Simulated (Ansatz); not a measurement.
Consider HfO2 (space group Pca2_1, No. 29).

```xyz
12
Lattice="5.2472 0.0000 0.0000 0.0000 5.0306 0.0000 0.0000 0.0000 5.0598" Properties=species:S:1:pos:R:3 pbc="T T T"
Hf     0.1703     1.3432     1.2577
Hf     5.0768     3.6874     3.7877
Hf     2.7939     3.6874     1.2577
Hf     2.4533     1.3432     3.7877
O      1.9260     0.3521     0.5510
O      3.3212     4.6785     3.0809
O      4.5496     4.6785     0.5510
O      0.6976     0.3521     3.0809
O      1.2179     2.7109     5.0524
O      4.0293     2.3197     2.5225
O      3.8415     2.3197     5.0524
O      1.4057     2.7109     2.5225
```

Cartesian axes are those of the cell as printed.

Level of theory: plane-wave PAW DFT at the r2SCAN level (Ansatz, a first-principles code, 500 eV), without spin-orbit coupling, earlier PAW set.

Strains are applied to the cell and any free atomic positions relax; under biaxial strain the out-of-plane vector relaxes too; under stress the whole cell relaxes.

One change was made to it. Results:

The band gap falls by 0.07 eV to 4.90 eV; the valence-band top at Γ (three highest levels, from the VBM) changes from 0.00, -0.06, -0.18 eV to 0.00, -0.03, -0.16 eV; the smallest direct gap decreases by 0.14 eV to 5.03 eV; the volume per atom grows by 0.14 Å³ (11.13 Å³ → 11.27 Å³).

**Question.** What was done to the base?
A) isotropic strain −3.29 %
B) uniaxial stress, 8 GPa tension along z
C) biaxial strain −2.03 %, plane normal [001], relaxed out of plane
D) biaxial strain +2.05 %, plane normal [001], relaxed out of plane

**Answer.** B, uniaxial stress, 8 GPa tension along z. For comparison, the band gap in the other runs: biaxial strain +2.05 %, plane normal [001], relaxed out of plane gives 4.97 eV; biaxial strain −2.03 %, plane normal [001], relaxed out of plane gives 4.99 eV; isotropic strain −3.29 % gives 5.25 eV.

With Hf present, leaving out spin-orbit coupling can change the band edges. Stability under load was not tested beyond the relaxation. This is not the structure that HfO2 has at room temperature and ambient pressure.
